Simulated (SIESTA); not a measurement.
Input and output of a self-consistent single point for Co (P6_3/mmc, 2 atoms in the cell) (SIESTA).

Level of theory: LDA PW92, numerical atomic orbitals TZP, PseudoDojo LDA standard norm-conserving potentials (rewritten from UPF to PSML) in SIESTA.

```yaml
crystal:
  lattice:
    - [2.45049, 0.00000, 0.00000]
    - [-1.22525, 2.12219, 0.00000]
    - [0.00000, 0.00000, 3.98616]
  atoms:
    - { symbol: Co, position: [0.33333, 0.66667, 0.25000], spin: 3.0 }
    - { symbol: Co, position: [0.66667, 0.33333, 0.75000], spin: 3.0 }
```
(The spins are starting values, not results.)

Reference input (self-consistent single point, DFT, GGA PBE, numerical atomic orbitals TZP, PseudoDojo PBE standard norm-conserving potentials (rewritten from UPF to PSML)): XC.functional = GGA; XC.authors = PBE; potentials = PseudoDojo PBE standard; PAO.BasisSize = TZP; PAO.EnergyShift = 0.01 Ry; MeshCutoff = 400 Ry; kgrid.MonkhorstPack = 12 12 7; OccupationFunction = MP; OccupationMPOrder = 0; ElectronicTemperature = 0.05 eV; Spin = polarized; DM.InitSpin = [1 +3.00, 2 +3.00]. This run's input differs from it in these lines:

```diff
@@ -1,2 +1,2 @@
-# files in the folder: Co.psml (PseudoDojo PBE standard)
+# files in the folder: Co.psml (PseudoDojo LDA standard)
 SystemName  Co
@@ -21,4 +21,4 @@
 
-XC.functional                GGA
-XC.authors                   PBE
+XC.functional                LDA
+XC.authors                   PW92
 PAO.BasisSize                TZP
```

Output (repeated stretches shortened):

```
        iscf     Eharris(eV)        E_KS(eV)     FreeEng(eV)     dDmax    Ef(eV) dHmax(eV)
   scf:    1    -8285.680925    -8308.449490    -8308.450619  1.253308 -1.899229 12.727208
     spin moment: {S} , |S| = {        0.0        0.0    3.70213 }     3.70213
   scf:    2    -8314.982996    -8311.916308    -8311.917688  0.175628 -2.647027  9.086182
     spin moment: {S} , |S| = {        0.0        0.0    3.65610 }     3.65610
   scf:    3    -8316.321103    -8315.397133    -8315.399358  0.349327 -4.451846  0.657104
     spin moment: {S} , |S| = {        0.0        0.0    3.45989 }     3.45989
   [... lines left out ...]
     spin moment: {S} , |S| = {        0.0        0.0    2.98201 }     2.98201
   scf:   17    -8315.467194    -8315.467184    -8315.468840  0.000088 -4.602203  0.000394
     spin moment: {S} , |S| = {        0.0        0.0    2.98176 }     2.98176
   scf:   18    -8315.467190    -8315.467187    -8315.468840  0.000026 -4.602480  0.000075
     spin moment: {S} , |S| = {        0.0        0.0    2.98169 }     2.98169
   scf:   19    -8315.467186    -8315.467186    -8315.468840  0.000005 -4.602420  0.000062
     spin moment: {S} , |S| = {        0.0        0.0    2.98170 }     2.98170
SCF Convergence by DM+H criterion
max |DM_out - DM_in|         :     0.0000050616
max |H_out - H_in|      (eV) :     0.0000624561
SCF cycle converged after 19 iterations

Using DM_out to compute the final energy and forces

siesta: E_KS(eV) =            -8315.4672

siesta: E_KS - E_eggbox =     -8315.4672

siesta: Atomic forces (eV/Ang):
     1    0.000019   -0.000011   -0.000000
     2   -0.000019    0.000012    0.000000
   Tot    0.000000    0.000000   -0.000000
   Max    0.000019
   Res    0.000013    sqrt( Sum f_i^2 / 3N )
   Max    0.000019    constrained

Stress tensor Voigt[x,y,z,yz,xz,xy] (kbar):      159.70      159.70      205.40       -0.00        0.00       -0.00
(Free)E + p*V (eV/cell)    -8317.7322
Target enthalpy (eV/cell)    -8315.4688

siesta: Program's energy decomposition (eV):
siesta: FreeEng =     -8315.468840

   [... lines left out ...]
siesta: Cell volume =         20.729661 Ang**3
siesta:        -174.93067449       -174.92987418  kBar
   [... lines left out ...]
              0.187   0.179   0.650   0.654   0.645   0.654   0.650  -0.098

             -0.088  -0.098  -0.088  -0.098   0.038   0.017   0.036   0.017

              0.038

mulliken: Qtot =       15.509

Mulliken Atomic Populations:
Atom #   charge [q] valence [e]      Sz [e]  Species
     1    -0.000000   17.000000    1.490852  Co
     2     0.000000   17.000000    1.490853  Co
 Total     0.000000                2.981705
```

The run converged in 19 iterations. Against the reference run the pressure goes from 3.58 to -17.49 GPa and the size of the net moment goes from 1.60 to 1.49 μB/atom.

The starting cell comes from a database of computed structures (which also holds hypothetical and non-ambient phases and stackings), without a prior relaxation at this level. Its lattice was rescaled by a random factor within 2.5 % of one. The magnetic order is the one reached from the typed start; others were not searched systematically. Values carry the incompleteness of an atom-centred basis. With a pressure of about -17 GPa the cell is away from its equilibrium volume at this level.

Cost on one core of a shared machine: roughly 4 min.
